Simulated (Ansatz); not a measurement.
Input and output of a self-consistent single point for As (R-3m, 2 atoms in the cell) (Ansatz, a program for electronic structure).

Method: PBE, harder PAW files (source: ansatz) (plane waves; Ansatz).

```yaml
crystal:
  lattice:
    - [3.69877, -1.88940, 0.00000]
    - [3.69877, 1.88940, 0.00000]
    - [2.73362, 0.00000, 3.12698]
  atoms:
    - { symbol: As, position: [0.23172, 0.23172, 0.23172] }
    - { symbol: As, position: [0.77300, 0.77300, 0.77300] }
```

Reference input (self-consistent single point, DFT, PBE, plane waves, default PAW files): basis.ecutwfc = 420 eV; kpoints.mp_grid.grid = 9 9 9; hamiltonian.xc = pbe; hamiltonian.pseudopotentials = {kind: paw} (the program's default PAW files); scf.occupations.method = fermi_dirac; scf.occupations.width = 0.1 eV. This run's input differs from it in these lines:

Ansatz 0.2 input:
```diff
@@ -9,3 +9,3 @@
 basis:
-  ecutwfc: 420.0 eV
+  ecutwfc: 1100.0 eV
 kpoints:
@@ -14,3 +14,3 @@
   xc: pbe
-  pseudopotentials: { kind: paw }
+  pseudopotentials: { kind: paw, source: ansatz }
 scf:
```

Output (repeated stretches shortened):

```
SCF iter   1: F=—  HF=-9712.394795 eV  |F-HF|=—  |Δ(HF+E_count)|=         —  Δρ=2.23e-2  dr2=1.41e-1  ethr=3.10e-3  ⟨swp⟩=5.0  Hψ=7056  notcnv=0
all-band conjugate gradients solve this SCF's bands
preconditioner: auto → Kerker (q_TF=auto, 2.562 Å⁻¹)
SCF iter   2: F=—  HF=-9712.389619 eV  |F-HF|=—  |Δ(HF+E_count)|=   5.18e-3  Δρ=1.45e-2  dr2=6.42e-2  ethr=4.70e-4  ⟨swp⟩=1.0  Hψ=2295  notcnv=0
   [... lines left out ...]
SCF iter   5: F=—  HF=-9712.388264 eV  |F-HF|=—  |Δ(HF+E_count)|=   2.36e-4  Δρ=4.89e-4  dr2=1.44e-4  ethr=1.53e-6  ⟨swp⟩=2.9  Hψ=2951  notcnv=0
SCF iter   6: F=—  HF=-9712.388365 eV  |F-HF|=—  |Δ(HF+E_count)|=   1.01e-4  Δρ=1.13e-4  dr2=8.12e-6  ethr=4.80e-7  ⟨swp⟩=2.0  Hψ=2044  notcnv=0
SCF iter   7: F=—  HF=-9712.388374 eV  |F-HF|=—  |Δ(HF+E_count)|=   9.30e-6  Δρ=1.96e-5  dr2=1.91e-7  ethr=2.71e-8  ⟨swp⟩=2.0  Hψ=2048  notcnv=0
SCF iter   8: F=-9712.388375 eV  HF=-9712.388375 eV  |F-HF|=4.70e-9  |Δ(HF+E_count)|=   1.98e-7  Δρ=3.79e-6  dr2=1.16e-8  ethr=3.33e-10  ⟨swp⟩=5.1  Hψ=6450  notcnv=0
SCF 1 converged in 8 iterations: F = -9712.388375 eV  dr2 = 1.16e-8
Free energy (F): -9712.388375 eV
Internal energy: -9712.381122 eV  (E = F + TS)
E sigma→0 (E₀):  -9712.384749 eV
Entropy (-TS):   -0.007252 eV (-3.626 meV/atom)
Fermi energy:    10.431020 eV
--- Forces (eV/Å), atoms counted from 1 ---
  atom   1  As    -0.26050943    -0.00000000    -0.08040620
  atom   2  As     0.26050943     0.00000000     0.08040620
--- Stress (GPa, compression-positive) ---
        0.034869       0.000000      -0.405949
        0.000000       1.350112       0.000000
       -0.405949       0.000000       1.224815
  P = ⅓ Tr σ = 0.8699 GPa (8.699 kbar)
  The stress holds the Pulay correction. Without it, at fixed plane waves, as pw.x and ABINIT print it: P = 0.8690 GPa
```

The run converged in 8 iterations. Against the reference run the pressure hardly changes (0.86 to 0.87 GPa) and the largest force moves little (0.272 to 0.273 eV/Å).

The starting cell has typed, rounded lattice constants, without a prior relaxation at this level. Its lattice was rescaled by up to half a per cent. One atom was moved a little off its site on purpose. Ansatz's pressure includes its estimate of the finite-basis (Pulay) stress.
